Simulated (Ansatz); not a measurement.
ZnS: response to strain

Take ZnS in the zinc blende structure (space group F-43m, No. 216; a = 5.3891 Å) as the base.

Strains are applied to the cell and any free atomic positions relax.

Computed with r2SCAN (Ansatz, a first-principles code, PAW, without spin-orbit coupling).

Candidates:
(a) isotropic strain +1.50 %
(b) isotropic strain +2.00 %
(c) isotropic strain +3.00 %

Before the change:

Band gap: 2.70 eV

**Question.** Order them by band gap, highest first.

**Answer.** (a) isotropic strain +1.50 % (2.50 eV), (b) isotropic strain +2.00 % (2.43 eV), (c) isotropic strain +3.00 % (2.30 eV)

Gaps are read on the SCF mesh and a high-symmetry path. No phonon test of stability was made.
